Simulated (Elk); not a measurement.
Band structure of PrHg (Pm-3m, 2 atoms in the cell).

```
PrHg
1.0
    3.84569     0.00000     0.00000
    0.00000     3.84569     0.00000
    0.00000     0.00000     3.84569
Pr Hg
1 1
Direct
  0.50000   0.50000   0.50000
  0.00000   0.00000   0.00000
```
Moments meant for the start (each program seeds them in its own way; μB, in the order of the atoms Pr Hg): 2.0 0.0.

Level of theory: PBEsol, all-electron FP-LAPW, Elk's shipped species files, default APW+lo basis in Elk.

Settings: xctype = 22; spinpol = true; rgkmax = 7; stype = 0; swidth = 0.00367493 Ha; ngridk = 11 11 11; reducebf = 0.8; nempty = 8 per atom; bfcmt = [[0.0, 0.0, -2.0], [0.0, 0.0, 0.0]].

The starting cell comes from a database of computed structures (which also holds hypothetical and non-ambient phases and stackings), without a prior relaxation at this level. Spin-orbit coupling is off. With one magnetic atom in the cell only a parallel order is possible. With U or open f shells several self-consistent states can exist. The f electrons are in the valence without U or exact exchange, which can misplace them near the Fermi level. Spin-orbit terms, which matter for f shells, are left out. Values depend on the basis (sphere radii, cutoffs, local orbitals), which need not be converged.

Levels in eV from the Fermi level, bands 14 to 21 of the first spin channel:
```
point     14     15     16     17    18    19    20    21
-----  -----  -----  -----  -----  ----  ----  ----  ----
Γ      -0.05   0.01   0.02   0.02  0.03  0.06  0.16  0.17
X      -2.98  -0.13  -0.04   0.05  0.08  0.13  0.20  0.28
M      -0.33  -0.31  -0.10   0.02  0.05  0.21  0.33  0.53
R      -2.00  -2.00  -2.00  -0.01  0.05  0.07  0.36  0.37
```

Bands cross the Fermi level along this path, so the cell is metallic at this level.

The net moment of the cell came out as 2.65 μB.
